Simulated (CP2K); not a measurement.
A relaxation of cell and atoms of CdPdF6 (P1, 8 atoms in the cell) with CP2K.

Method of the run: CP2K with LDA (Pade form), GPW, DZVP-MOLOPT-SR-GTH basis, GTH-PADE potentials (GTH_POTENTIALS).

```
CELL_PARAMETERS angstrom
      5.64818     0.00000     0.00000
      3.38451     4.52184     0.00000
      3.38451     1.69431     4.19241
ATOMIC_POSITIONS crystal
  Cd 0.50971 0.48185 0.50337
  Pd 0.00975 0.00061 0.99132
  F  0.40041 0.04982 0.78024
  F  0.59804 0.94909 0.21389
  F  0.76870 0.40656 0.05933
  F  0.21785 0.60766 0.95068
  F  0.05204 0.77936 0.39999
  F  0.94351 0.22506 0.60118
```

Reference input (self-consistent single point, DFT LDA (Pade form), GPW, DZVP-MOLOPT-SR-GTH basis, GTH-PADE potentials (GTH_POTENTIALS)): CUTOFF = 550 Ry; REL_CUTOFF = 50 Ry; KPOINTS/SCHEME = MONKHORST-PACK 3 3 3; XC_FUNCTIONAL = PADE; Cd/BASIS_SET = DZVP-MOLOPT-SR-GTH-q12; Cd/POTENTIAL = GTH-PADE-q12; Pd/BASIS_SET = DZVP-MOLOPT-SR-GTH-q18; Pd/POTENTIAL = GTH-PADE-q18; F/BASIS_SET = DZVP-MOLOPT-SR-GTH-q7; F/POTENTIAL = GTH-PADE-q7; METHOD = GPW; EPS_DEFAULT = 1e-10. This run's input differs from it in these lines:

```diff
@@ -2,3 +2,3 @@
   PROJECT calc
-  RUN_TYPE ENERGY_FORCE
+  RUN_TYPE CELL_OPT
   PRINT_LEVEL LOW
@@ -14,2 +14,3 @@
       EPS_DEFAULT 1E-10
+      EXTRAPOLATION USE_GUESS
     &END QS
@@ -93,2 +94,20 @@
 &END FORCE_EVAL
+&MOTION
+  &CELL_OPT
+    OPTIMIZER BFGS
+    MAX_ITER 60
+    MAX_FORCE 4E-4
+    RMS_FORCE 3E-4
+    EXTERNAL_PRESSURE [GPa] 0
+    PRESSURE_TOLERANCE [bar] 200
+  &END CELL_OPT
+  &PRINT
+    &CELL ON
+    &END CELL
+    &RESTART OFF
+    &END RESTART
+    &RESTART_HISTORY OFF
+    &END RESTART_HISTORY
+  &END PRINT
+&END MOTION
```

Output, abridged:

```
 SCF WAVEFUNCTION OPTIMIZATION

  Step     Update method      Time    Convergence         Total energy    Change
     1 NoMix/Diag. 0.40E+00      -     1.64702145      -318.3023296645 -3.18E+02
     2 Broy./Diag. 0.40E+00      -     0.83509766      -317.0394583593  1.26E+00
     3 Broy./Diag. 0.40E+00      -     0.31460217      -319.6629369005 -2.62E+00
     4 Broy./Diag. 0.40E+00      -     0.14239837      -318.2365441190  1.43E+00
     5 Broy./Diag. 0.40E+00      -     0.06406308      -318.1330992304  1.03E-01
     6 Broy./Diag. 0.40E+00      -     0.01481210      -318.1284873584  4.61E-03
   [... 7 lines left out ...]
    14 Broy./Diag. 0.40E+00      -     0.00000055      -318.1764515285  4.92E-06
    15 Broy./Diag. 0.40E+00      -     0.00000035      -318.1764497835  1.75E-06
    16 Broy./Diag. 0.40E+00      -     0.00000013      -318.1764492730  5.11E-07
    17 Broy./Diag. 0.40E+00      -     0.00000003      -318.1764488646  4.08E-07
  *** SCF run converged in    17 steps ***

  Overlap energy of the core charge distribution:               0.00000000017260
  Self energy of the core charge distribution:               -676.30761196618153
  Core Hamiltonian energy:                                    184.19238350483232
  Hartree energy:                                             220.02256217617685
  Exchange-correlation energy:                                -46.08378257963201

  Total energy:                                              -318.17644886463177

 ENERGY| Total FORCE_EVAL ( QS ) energy [hartree]           -318.176448951182124

 FORCES| Atomic forces [hartree/bohr]
 FORCES|   Atom     x               y               z               |f|
 FORCES|      1 -4.04347960E-04  1.31998345E-02 -5.82659407E-04   1.32188736E-02
   [... lines left out ...]
  Total energy:                                              -318.18064363495745
 OPT| Pressure deviation [bar]                                 -51112.3359617889
 OPT| Pressure tolerance [bar]                                    200.0000000000
 OPT| Pressure is converged                                                   NO
  Total energy:                                              -318.18657656370431
 OPT| Pressure deviation [bar]                                     56.9537684798
 OPT| Pressure tolerance [bar]                                    200.0000000000
 OPT| Pressure is converged                                                  YES
 ***                    GEOMETRY OPTIMIZATION COMPLETED                      ***
   [... lines left out ...]
  Core Hamiltonian energy:                                    184.52053584499603
  Hartree energy:                                             219.78831958303408
  Exchange-correlation energy:                                -46.18782002572618

  Total energy:                                              -318.18657656370431

 ENERGY| Total FORCE_EVAL ( QS ) energy [hartree]           -318.186576563704307
```

The run converged. 

Summary of the result:
- Free energy E − TS: -8658.2978 eV
- Top of the valence band (on the code's own zero): 2.28 eV
- Gap on the k-point mesh: 2.08 eV
- Pressure: 0.01 GPa
- Largest force (vector length): 0.011 eV/Å
- Final cell: a = 5.498 Å, b = 5.499 Å, c = 5.500 Å, α = 53.12°, β = 53.02°, γ = 53.03°
- Final volume per atom: 12.31 Å³
- Relaxation steps: 50

The starting cell comes from a database of computed structures (which also holds hypothetical and non-ambient phases and stackings), without a prior relaxation at this level. Its atoms were displaced at random from the sites of space group no. 148. Values carry the incompleteness of an atom-centred basis.

Cost on one core of a shared machine: roughly 20 min.
